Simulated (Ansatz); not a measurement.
Base system: KF in the rock salt structure (space group Fm-3m, No. 225).

```yaml
crystal:
  lattice:
    - [0.00000, 2.65916, 2.65916]
    - [2.65916, 0.00000, 2.65916]
    - [2.65916, 2.65916, 0.00000]
  atoms:
    - { symbol: F, position: [0.00000, 0.00000, 0.00000] }
    - { symbol: K, position: [0.50000, 0.50000, 0.50000] }
```

Cartesian axes are those of the cell as printed.

Calculations: r2SCAN/PAW in Ansatz (a first-principles code), spin-orbit coupling left out.

Before the change:

The valence-band top at Γ is 0.00, 0.00, 0.00 eV. The band gap is 6.91 eV.

One thing is altered: uniaxial strain ε_yy = +0.78 %, all other strain components held at zero; the atoms relax in the strained cell.

**Question.** What does the calculation give for the valence-band top at Γ after the change?

**Answer.** The valence-band top at Γ (three highest levels, from the VBM) goes from 0.00, 0.00, 0.00 eV to 0.00, 0.00, -0.01 eV.

**Question.** How does this affect the band gap?

**Answer.** The band gap decreases by 0.05 eV, from 6.91 eV to 6.86 eV.

**Question.** What happens to the energy relative to the base?

**Answer.** The energy is nearly the same.

Stability against distortions was not tested.
